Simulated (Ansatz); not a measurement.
One B atom on a Si site, 5x5x5 cubic cells, neutral, without spin. Cell 27.35 × 27.35 × 27.35 Å, Si999B, 1000 atoms. 

Basis: localised support functions (accuracy medium) on a full density matrix. k-points: zone centre alone; occupations: Fermi-Dirac, 0.0050 eV; spin polarisation not allowed. No spin-orbit coupling.

### Question
What gap and bonding does Ansatz (a first-principles code) with PBE, support functions at accuracy medium on the grid of 420 eV give?

### Answer

* **electronic character of the cell**: no gap resolved at this smearing
* **coordination (neighbours within 2.843 Å)**: 100.0 % 4-fold
* **B-Si bonds, mean ± spread**: 2.085 ± 0.000 Å
* **Si-Si bonds, mean ± spread**: 2.369 ± 0.002 Å
* **bond angles, mean ± spread**: 109.5° ± 0.5°
* **pressure**: -0.07 GPa
